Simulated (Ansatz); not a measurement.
**Phonon-limited transport in AgZn (Pm-3m)**

Input:

```xyz
2
Lattice="3.1160 0.0000 0.0000 0.0000 3.1160 0.0000 0.0000 0.0000 3.1160" Properties=species:S:1:pos:R:3 pbc="T T T"
Zn     1.5580     1.5580     1.5580
Ag     0.0000     0.0000     0.0000
```

Computed with PBEsol, DFPT electron-phonon coupling, linearised Boltzmann equation (plane waves, PAW, scalar-relativistic; Ansatz, a program for electronic structure). Geometry: relaxed with this functional, without spin-orbit coupling.

```yaml
resistivity at 300 K: 5.4 μΩ·cm
resistivity at 77 K: 1.12 μΩ·cm
electron mean free path at 300 K (weighted by the current that each state carries): 15.6 nm
electron-phonon coupling λ: 0.37
transport coupling λ_tr: 0.41
logarithmic_mean_phonon_energy: 9.1 meV
density of states at the Fermi level: 0.24 states/(eV·spin·cell)
drude_plasma_energy: 9.4 eV
Hall coefficient at 300 K: 0.94 ×10⁻¹¹ m³/C
```

A metal at this level (no band gap). Only scattering by harmonic phonons is included (no impurities, grain boundaries, electron-electron scattering or thermal expansion). Spin-orbit coupling is left out. The self-energy correction of the phonons between q points moved λ by 3 %. Halving the electron mesh (28x28x28) moves the resistivity by up to 7 % at 300 K, the mean free path by up to 5 %, the coupling by up to 2 %. Smearing 0.20 eV; phonons on a 5x5x5 q mesh, which this run doesn't test and which matters most at low temperature.

Formula and space group known from diffraction (Crystallography Open Database), not checked to be the room-temperature form: AgZn (Pm-3m).
